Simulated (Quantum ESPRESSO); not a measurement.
Several settings converged on Li₃Ag (I4mm, 4 atoms in the cell)

```
CELL_PARAMETERS angstrom
     -2.10280     2.10280     3.65758
      2.10280    -2.10280     3.65758
      2.10280     2.10280    -3.65758
ATOMIC_POSITIONS crystal
  Li 0.25000 0.75000 0.50000
  Li 0.75000 0.25000 0.50000
  Li 0.50684 0.50684 0.00000
  Ag 0.00000 0.00000 0.00000
```

Base method: PBEsol, GBRV 1.5 ultrasoft (PBESOL) pseudopotentials (plane waves; Quantum ESPRESSO 7.5).

Base settings: ecutwfc = 40 Ry; ecutrho = 320 Ry; occupations = smearing; smearing = gaussian; degauss = 0.0073499 Ry; potentials = {Li: li_pbesol_v1.4.uspp.F.UPF, Ag: ag_pbesol_v1.4.uspp.F.UPF}; K_POINTS = automatic 5 5 5 0 0 0; conv_thr = 1e-09 Ry; mixing_beta = 0.4.

The count of work is k-points × plane waves × bands × iterations; it is no time. 

**Shifted k-point meshes**

Only quantities that move along the ladder and can be compared are tabulated.

| K_POINTS | free energy less the last step's (meV/atom) | pressure (GPa) | largest difference of a force vector from the last step's (eV/Å) | count of work / last |
|---|---|---|---|---|
| automatic 2 2 2 1 1 1 | 138.43 | 0.38 | 0.016 | 0.0026 |
| automatic 4 4 4 1 1 1 | 0.70 | -0.69 | 0.003 | 0.011 |
| automatic 6 6 6 1 1 1 | -3.68 | -0.54 | 0.002 | 0.028 |
| automatic 8 8 8 1 1 1 | 2.37 | -0.44 | 0.001 | 0.056 |
| automatic 24 24 24 1 1 1 | 0.00 | -0.48 | 0.000 | 1.0 |

Coarsest K_POINTS that holds the forces within 0.005 eV/Å of the last step, with all finer ones: automatic 4 4 4 1 1 1, at 0.011 of the last step's count of work; the step before is off by 0.016 eV/Å.

Coarsest K_POINTS that holds the free energy within 5 meV/atom of the last step, with all finer ones: automatic 4 4 4 1 1 1, at 0.011 of the last step's count of work; the step before is off by 140 meV/atom.

Coarsest K_POINTS that holds the pressure within 0.5 GPa of the last step, with all finer ones: automatic 4 4 4 1 1 1, at 0.011 of the last step's count of work; the step before is off by 0.86 GPa.

**The k-point mesh at a smearing width of 0.05 eV**

In this ladder: degauss = 0.0036749 Ry.

The second cell is the first with its lattice scaled by 0.98.

Only quantities that move along the ladder and can be compared are tabulated.

| K_POINTS | free energy less the last step's (meV/atom) | energy of the compressed cell less the first (meV/atom) | pressure (GPa) | count of work / last |
|---|---|---|---|---|
| automatic 4 4 4 0 0 0 | 10.57 | 5.31 | -0.53 | 0.029 |
| automatic 6 6 6 0 0 0 | -3.88 | 5.66 | -0.48 | 0.059 |
| automatic 8 8 8 0 0 0 | 0.80 | 5.78 | -0.45 | 0.12 |
| automatic 18 18 18 0 0 0 | 0.00 | 5.58 | -0.47 | 1.0 |

Coarsest K_POINTS that holds the free energy within 5 meV/atom of the last step, with all finer ones: automatic 6 6 6 0 0 0, at 0.059 of the last step's count of work; the step before is off by 11 meV/atom.

Coarsest K_POINTS that holds the pressure within 0.05 GPa: not settled: the last two steps still differ by 0.03 GPa, over half the tolerance, so the ladder does not show it.

The energy difference between the two cells stays within 1 meV/atom of the last step's from automatic 4 4 4 0 0 0 on, the total only from automatic 8 8 8 0 0 0 on: much of the error is common to both cells and cancels.

**The SCF threshold**

The mesh stays at the base's, so the ladder's end is converged at best in this setting alone.

Only quantities that move along the ladder and can be compared are tabulated.

```tsv
conv_thr	free energy less the last step's (meV/atom)	count of work / last
0.0073 Ry	4.64	0.44
7.3e-05 Ry	0.08	0.56
7.3e-07 Ry	0.00	0.67
1e-09 Ry	0.00	0.83
7.3e-14 Ry	0.00	1.0
```

Coarsest conv_thr that holds the free energy within 1 meV/atom of the last step, with all finer ones: 7.3e-05 Ry; the step before is off by 4.6 meV/atom.

On the base run: the starting cell comes from a database of computed structures (which also holds hypothetical and non-ambient phases and stackings), without a prior relaxation at this level. Its lattice was rescaled by up to half a per cent. One atom was moved a little off its site on purpose.
